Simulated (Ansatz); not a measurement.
The parent structure is AlRu in the CsCl type structure (space group Pm-3m, No. 221; a = 2.955 Å; relaxed with 0.1 eV smearing).

Method: LDA, PAW, 420 eV (Ansatz, an electronic-structure program; spin-orbit coupling left out).

For the base:

The pressure is 0.0 GPa.

The change: the cell is scaled by 0.9750 in all directions, atoms relaxed at fixed cell.

Question: What happens to the energy relative to the base and pressure?

Answer: The energy rises by 57 meV/atom; the pressure goes from zero to 20.7 GPa.

The cells carry an imposed strain or load. Whether these cells are dynamically stable was not tested. The final runs are not spin-polarised.
